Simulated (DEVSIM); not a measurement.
Device: GaAs p-n junction from an implanted or diffused profile, at 300 K.

```
layer (left to right)  material  thickness (μm)  Nd (cm⁻³)  τn (s)  τp (s)
---------------------  --------  --------------  ---------  ------  ------
1                          GaAs            36.0     3.9e15  2.4e-9  2.4e-9
```

Added acceptor profile: 1.8e17 cm⁻³ × exp(−(x − 0 μm)²/(2·(0.033 μm)²)). Left contact: ohmic. Right contact: ohmic. Voltage is applied to the left contact. Recombination: SRH at mid-gap, Auger. Mobility is μmin + (μ − μmin)/(1 + (N/Nref)^α).

This is a model device: material constants are rounded textbook-type values typed into the input, and sizes, dopings and lifetimes were drawn at random. Values at 300 K.

```tsv
parameter	GaAs
gap (eV)	1.424
affinity (eV)	4.07
permittivity	12.9
Nc (cm⁻³)	4.7e17
Nv (cm⁻³)	9e18
μn (cm²/Vs)	8500
μp (cm²/Vs)	400
μn,min	500
μp,min	20
Nref,n	6e16
Nref,p	1.5e17
αn	0.39
αp	0.38
Cn (cm⁶/s)	1e-30
Cp (cm⁶/s)	1e-30
```

Model (solved in DEVSIM): 1D drift-diffusion, Boltzmann statistics, complete ionisation; no tunnelling, impact ionisation, image-force lowering or self-heating.

Base results: dark forward voltage at 1 A/cm² (V) 0.943; potential step across the device at zero bias (V) 1.198; dark forward voltage at 100 A/cm² (V) 1.152.

Question: What follows from this one change: doping Nd of layer 1 3.9e+15 → 1.2e+17 cm^-3?

Answer: dark forward voltage at 1 A/cm² 0.943 → 0.874 V; potential step across the device at zero bias 1.198 → 1.259 V; dark forward voltage at 100 A/cm² 1.152 → 1.007 V.

Question: What follows from this one change: thickness of layer 1 36 → 13 μm?

Answer: dark forward voltage at 1 A/cm² little changed (0.942 V); potential step across the device at zero bias little changed (1.198 V); dark forward voltage at 100 A/cm² 1.152 → 1.096 V.

Question: What follows from this one change: peak of the profile 1.8e+17 → 3.6e+17 cm^-3?

Answer: dark forward voltage at 1 A/cm² 0.943 → 0.962 V; potential step across the device at zero bias 1.198 → 1.217 V; dark forward voltage at 100 A/cm² 1.152 → 1.173 V.

Question: What follows from this one change: constant mobility in place of the doping-dependent one?

Answer: dark forward voltage at 1 A/cm² 0.943 → 0.924 V; potential step across the device at zero bias little changed (1.198 V); dark forward voltage at 100 A/cm² 1.152 → 1.114 V.
